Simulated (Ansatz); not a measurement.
Start from InAs in the zinc blende structure (space group F-43m, No. 216; a = 6.110 Å). Axes: x, y, z lie along the cube axes.

Level of theory: Ansatz (an electronic-structure program), r2SCAN, PAW, cutoff 500 eV, no spin-orbit coupling.

Base values:

```
Quantity     Value
--------  --------
Pressure  0.00 GPa
```

One thing is altered: tensile biaxial strain of 3.00 % in the plane normal to [001], as in epitaxy on a mismatched substrate; the out-of-plane cell vector and the atoms relax.

**Question.** How does this affect the out-of-plane strain?

**Answer.** The out-of-plane strain is -3.36 %.

**Question.** What does the calculation give for the pressure after the change?

**Answer.** The pressure (mean of the normal stresses, compression positive) goes from zero to -1.42 GPa.

No phonon test of stability was made.
